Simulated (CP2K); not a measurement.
CP2K run on La3TlC (Pm-3m, 5 atoms in the cell): self-consistent single point.

Method: LDA (Pade form), GPW, DZVP-MOLOPT-SR-GTH basis, GTH-PADE potentials (GTH_POTENTIALS) run with CP2K.

The change in words: lattice scaled by 0.98. Reference geometry:
```xyz
5
Lattice="5.3251 0.0000 0.0000 0.0000 5.3251 0.0000 0.0000 0.0000 5.3251" Properties=species:S:1:pos:R:3 pbc="T T T"
La     2.6626     0.0000     2.6626
La     0.0000     2.6626     2.6626
La     2.6626     2.6626     0.0000
Tl     0.0000     0.0000     0.0000
C      2.6626     2.6626     2.6626
```

Reference input (self-consistent single point, DFT LDA (Pade form), GPW, DZVP-MOLOPT-SR-GTH basis, GTH-PADE potentials (GTH_POTENTIALS)): CUTOFF = 500 Ry; REL_CUTOFF = 40 Ry; SMEAR/METHOD = GAUSSIAN; SIGMA = 0.272 eV; KPOINTS/SCHEME = MONKHORST-PACK 5 5 5; XC_FUNCTIONAL = PADE; La/BASIS_SET = DZVP-MOLOPT-SR-GTH-q11; La/POTENTIAL = GTH-PADE-q11; Tl/BASIS_SET = DZVP-MOLOPT-SR-GTH-q13; Tl/POTENTIAL = GTH-PADE-q13; C/BASIS_SET = DZVP-MOLOPT-SR-GTH-q4; C/POTENTIAL = GTH-PADE-q4. This run's input differs from it in these lines:

```diff
@@ -64,3 +64,3 @@
     &CELL
-      ABC 5.32514600 5.32514600 5.32514600
+      ABC 5.21864300 5.21864300 5.21864300
       ALPHA_BETA_GAMMA 90.00000000 90.00000000 90.00000000
```

Output (repeated stretches shortened):

```
 SCF WAVEFUNCTION OPTIMIZATION

  Step     Update method      Time    Convergence         Total energy    Change
     1 NoMix/Diag. 0.20E+00      -     1.14793003      -151.9720149804 -1.52E+02
     2 Broy./Diag. 0.20E+00      -     0.14609433      -151.1612438968  8.11E-01
     3 Broy./Diag. 0.20E+00      -     0.26351269      -151.1791989292 -1.80E-02
     4 Broy./Diag. 0.20E+00      -     0.19766093      -151.3339319354 -1.55E-01
     5 Broy./Diag. 0.20E+00      -     0.11283455      -150.7846651005  5.49E-01
     6 Broy./Diag. 0.20E+00      -     0.00371999      -150.9039505191 -1.19E-01
   [... 5 lines left out ...]
    12 Broy./Diag. 0.20E+00      -     0.00002238      -150.9837698909 -5.20E-04
    13 Broy./Diag. 0.20E+00      -     0.00000487      -150.9839019627 -1.32E-04
    14 Broy./Diag. 0.20E+00      -     0.00000160      -150.9838616159  4.03E-05
    15 Broy./Diag. 0.20E+00      -     0.00000048      -150.9838410488  2.06E-05
  *** SCF run converged in    15 steps ***

  Overlap energy of the core charge distribution:               0.00000000000062
  Self energy of the core charge distribution:               -291.02166893368565
  Core Hamiltonian energy:                                     66.73236589567811
  Hartree energy:                                              94.51032183253649
  Exchange-correlation energy:                                -21.20024321957585
  Smearing free energy correction:                             -0.00461662013472
  Fermi energy:                                                 0.31295309015402

  Total energy:                                              -150.98384104875859
  Total energy (extrapolated to sigma->0):                   -150.98153273869124

                     Mulliken Population Analysis

   [... lines left out ...]

 STRESS| Analytical stress tensor [bar]
 STRESS|                        x                   y                   z
 STRESS|      x       -2.46421889055E+04  -1.80128852305E-05  -1.80124518500E-05
 STRESS|      y       -1.80128852305E-05  -2.46421889365E+04  -1.80135438604E-05
 STRESS|      z       -1.80124518500E-05  -1.80135438604E-05  -2.46421887720E+04
 STRESS| 1/3 Trace                                            -2.46421888713E+04
```

The run converged in 15 iterations. Against the reference run the free energy goes down by 44.7 meV/atom and the pressure goes from -5.44 to -2.46 GPa.

The starting cell comes from a database of computed structures (which also holds hypothetical and non-ambient phases and stackings), without a prior relaxation at this level. Its lattice was rescaled by a random factor within 2.5 % of one. For this run, on top of that: lattice scaled by 0.98. Values carry the incompleteness of an atom-centred basis.

Cost on one core of a shared machine: roughly 90 s.
